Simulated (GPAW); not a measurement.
Band structure of CaC2 (C2/c, 6 atoms in the cell).

```
CaC2
1.0
    3.34466    -2.11084     0.00000
    3.34466     2.11084     0.00000
   -2.22920     0.00000     7.14948
Ca C
2 4
Direct
  0.17452   0.82548   0.75000
  0.82548   0.17452   0.25000
  0.42071   0.13967   0.56012
  0.57929   0.86033   0.43988
  0.86033   0.57929   0.93988
  0.13967   0.42071   0.06012
```

Method of the run: PBEsol, GPAW PAW datasets PBEsol (made by gpaw-setup) (plane waves; GPAW 25.7.0).

Settings: mode = pw; ecut = 950 eV; xc = PBEsol; kpts = 5 5 3; mesh shift (steps) = 0 0 0; occupations.name = fermi-dirac; occupations.width = 0 eV; nbands = -8; convergence.forces = 0.001 eV/Å; convergence.bands = -6; symmetry.symmorphic = false; symmetry.tolerance = 0.0005; maxiter = 100; bandpath_npoints = 40.

The starting cell comes from a database of computed structures (which also holds hypothetical and non-ambient phases and stackings), without a prior relaxation at this level. Its lattice was rescaled by a random factor within 2.5 % of one.

### Question
Predict the gap along the standard path and the places of the band edges.

### Answer
The gap along the path is 1.95 eV, from a point between X1|X and Γ to Y; the smallest direct gap on it is 2.65 eV.

Levels in eV from the top of the valence band on the SCF mesh, bands 15 to 22:
| point | 15 | 16 | 17 | 18 | 19 | 20 | 21 | 22 |
|---|---|---|---|---|---|---|---|---|
| Γ | -0.85 | -0.84 | -0.52 | -0.34 | 3.11 | 3.91 | 4.32 | 4.82 |
| Y | -1.16 | -1.09 | -0.77 | -0.69 | 1.96 | 5.02 | 5.28 | 5.92 |
| F | -1.20 | -1.12 | -0.71 | -0.66 | 2.09 | 4.82 | 5.37 | 5.44 |
| L | -1.24 | -1.24 | -0.57 | -0.57 | 3.26 | 3.26 | 5.37 | 5.37 |
| Z | -0.73 | -0.73 | -0.32 | -0.32 | 3.72 | 3.72 | 4.44 | 4.44 |
| N | -1.14 | -1.00 | -0.20 | -0.19 | 3.44 | 4.21 | 5.15 | 5.76 |
| M | -1.14 | -0.92 | -0.58 | -0.23 | 2.78 | 4.70 | 5.36 | 6.02 |
